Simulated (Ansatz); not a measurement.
We consider SnO2 (Pa-3, No. 205, 12 atoms in the cell; start mp-697; a measured phase of this formula has another space group), described by r²SCAN+SOC (plane waves, PAW; Ansatz, a first-principles code).

Numerical settings: plane-wave cutoff 560 eV, 6×6×6 k mesh, Fermi–Dirac smearing 0.01 eV, PAW data made under PBE.

Cell (relaxed with PBEsol):

```yaml
crystal:
  lattice:
    - [5.11227, 0.00000, 0.00000]
    - [0.00000, 5.11227, 0.00000]
    - [0.00000, 0.00000, 5.11227]
  atoms:
    - { symbol: Sn, position: [0.00000, 0.50000, 0.50000] }
    - { symbol: Sn, position: [0.50000, 0.50000, 0.00000] }
    - { symbol: Sn, position: [0.50000, 0.00000, 0.50000] }
    - { symbol: Sn, position: [0.00000, 0.00000, 0.00000] }
    - { symbol: O, position: [0.33931, 0.16069, 0.83931] }
    - { symbol: O, position: [0.66069, 0.83931, 0.16069] }
    - { symbol: O, position: [0.16069, 0.83931, 0.33931] }
    - { symbol: O, position: [0.83931, 0.16069, 0.66069] }
    - { symbol: O, position: [0.83931, 0.33931, 0.16069] }
    - { symbol: O, position: [0.16069, 0.66069, 0.83931] }
    - { symbol: O, position: [0.66069, 0.66069, 0.66069] }
    - { symbol: O, position: [0.33931, 0.33931, 0.33931] }
```

**Question.** Give the computed band gap.

**Answer.** 
- band gap: 1.53 eV (on the SCF k mesh)

Note: cell and atoms aren't relaxed at this level (pressure -1.6 GPa).

The computed numbers hold no vibrational or temperature effects.

A start named mp-… is a Materials Project structure, which need not be a measured phase.
